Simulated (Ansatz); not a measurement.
**A computed series for hypothetical rock salt YSi: pressure series**

Consider YSi in the rock salt structure (space group Fm-3m, No. 225; a hypothetical phase, not in the database extracts checked).

Space group Fm-3m (No. 225); a = b = c = 5.8342 Å, α = β = γ = 90.00°

```
atom  site  symmetry       x       y       z
----  ----  --------  ------  ------  ------
Si      4a      m-3m  0.0000  0.0000  0.0000
Y       4b      m-3m  0.5000  0.5000  0.5000
```
(The calculation used a cell of 2 atoms; values per cell refer to that cell.)

Cell and atoms are relaxed at each pressure.

The values are results of r2SCAN (Ansatz, a first-principles code), spin-orbit coupling left out, not measurements.

```csv
P (GPa),V (Å³/atom)
-2.01,25.617
-1.01,25.210
0.89,24.512
2.10,24.110
4.50,23.394
9.00,22.271
15.00,21.073
22.50,19.887
30.00,18.935
```

A third-order Birch–Murnaghan fit to these points gives V₀ = 24.83 Å³/atom, B₀ = 68 GPa and B₀′ = 3.6. At pressure 30 GPa the volume is 76.3 % of V₀.

Load acts through the strain it causes; cell and atoms are relaxed under it. Whether these cells are dynamically stable was not tested. Competing high-pressure phases were not computed. All final runs are without spin polarisation. An odd electron count without spin: YSi. YSi has a high density of states at the Fermi level and may be magnetic at this level.
